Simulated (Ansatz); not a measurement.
The starting structures come from a database of crystals and need not be the phases stable at ambient conditions.

 Where the default PAW files enter, the runs use the earlier of Ansatz's two default sets.

```xyz
10
Lattice="5.2849 0.0000 0.0000 2.6424 4.5768 0.0000 2.6424 1.5256 4.8460" Properties=species:S:1:pos:R:3 pbc="T T T"
Li     5.2849     3.0512     0.4195
Li     5.2849     3.0512     4.4264
Nb     7.9273     4.5768     2.0992
Nb     2.6424     1.5256     2.7467
O      7.2351     3.1213     3.5492
O      3.3346     2.9811     1.2967
O      4.3704     1.3272     3.5492
O      6.1993     4.7752     1.2967
O      4.2490     4.7052     3.5492
O      6.3207     1.3972     1.2967
```

Space group of this cell: R-3. The cell is taken as given; by r2SCAN its mean pressure is -8.9 GPa.

All values below come from r2SCAN (plane waves, PAW; Ansatz, an electronic-structure program).

The current runs along the normal of the first two printed vectors; no spin-orbit coupling. Scaled by the factor s: the length along the current (ions clamped). Meshes 8×8×8 and 12×12 across the current in all rows.

```
s     mean pressure (GPa)  band gap (eV)
----  -------------------  -------------
0.97                 -4.8              ?
1.00                 -8.9           4.23
1.03                -12.3           4.14
```

**Question.** Take the slope of the band gap against ln s from the two given rows, extrapolate to s = 0.97, and say what the run there gives.

**Answer.** Slope = (4.14 − 4.23) / ln 1.03 = -3.04 eV. The line gives 4.23 + (-3.04) × ln 0.97 = 4.32 eV. The run gives 4.27 eV, 0.05 eV under the line, 57 % of the predicted step.
